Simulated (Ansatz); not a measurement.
Cost and result by functional for the surface energy of the (332) surface of bcc Ta in its 1x1 cell, outermost plane spacing 0.71 Å in the ideal cut, in Ansatz (plane waves, PAW). Single points on the PBE structure, on one kind of machine; costs are rough ratios of the slab run's core time (references not counted) to the cheapest single point. r2SCAN's cost holds its higher cutoff (500 against 420 eV). Differences are taken against r2SCAN for comparison alone: no measured value is at hand, so the table doesn't rank accuracy.

Slab: 15 atoms, 9.9 Å thick at the start (thin: gaps and levels are the slab's own); k 8x7x1, smearing 0.1 eV, dipole-corrected; all atoms relaxed; held to the start's symmetry, so lower structures may exist; no spin, no spin-orbit, no U. These notes are the PBE run's.

| functional | relative cost | surface energy (J/m²) | less r2SCAN (J/m²) |
|---|---|---|---|
| RPBE | 1 | 2.53 | -0.36 |
| PBEsol | 1 | 2.93 | 0.03 |
| LDA | 1 | 2.98 | 0.08 |
| r2SCAN | 2 | 2.90 | 0.00 |
| PBE (the relaxed run's value) | – | 2.68 | -0.22 |

The values span 0.45 J/m², while the single points' costs differ by a factor of roughly 2. Differences are of unrounded values.

Ansatz is a first-principles code.
